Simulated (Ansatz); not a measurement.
Consider Al2O3 in the corundum structure (space group R-3c, No. 167).

```xyz
10
Lattice="2.4044 1.3882 4.3746 -2.4044 1.3882 4.3746 0.0000 -2.7764 4.3746" Properties=species:S:1:pos:R:3 pbc="T T T"
Al     0.0000     0.0000     8.5023
Al     0.0000     0.0000     1.9404
Al     0.0000     0.0000     4.6215
Al     0.0000     0.0000    11.1835
O      0.7362     1.5013     5.4683
O     -1.6682    -0.1131     5.4683
O     -0.7362    -1.5013     7.6556
O     -0.9321     1.3882     7.6556
O      1.6682     0.1131     7.6556
O      0.9321    -1.3882     5.4683
```

Cartesian axes are those of the cell as printed.

All numbers come from PBE (Ansatz, a quantum-chemistry and plane-wave program; PAW; 420 eV plane waves; no spin-orbit coupling).

Strains are applied to the cell and any free atomic positions relax; under biaxial strain the out-of-plane vector relaxes too.

One change was made to it. Results:

```tsv
quantity	base	after
volume per atom	8.76 Å³	8.56 Å³
pressure (mean of the normal stresses, compression positive)	0.00 GPa	5.76 GPa
energy relative to the base (free energy F)	0 meV/atom	+6.9 meV/atom
```

Question: Which of these changes matches the shifts?
A) biaxial strain −2.25 %, plane normal [001], relaxed out of plane
B) biaxial strain −1.50 %, plane normal [001], relaxed out of plane
C) biaxial strain −0.75 %, plane normal [001], relaxed out of plane
D) biaxial strain −3.00 %, plane normal [001], relaxed out of plane

Answer: B, biaxial strain −1.50 %, plane normal [001], relaxed out of plane. For comparison, the energy relative to the base in the other runs: biaxial strain −3.00 %, plane normal [001], relaxed out of plane gives +29 meV/atom; biaxial strain −0.75 %, plane normal [001], relaxed out of plane gives +1.7 meV/atom; biaxial strain −2.25 %, plane normal [001], relaxed out of plane gives +16 meV/atom.

No phonon test of stability was made.
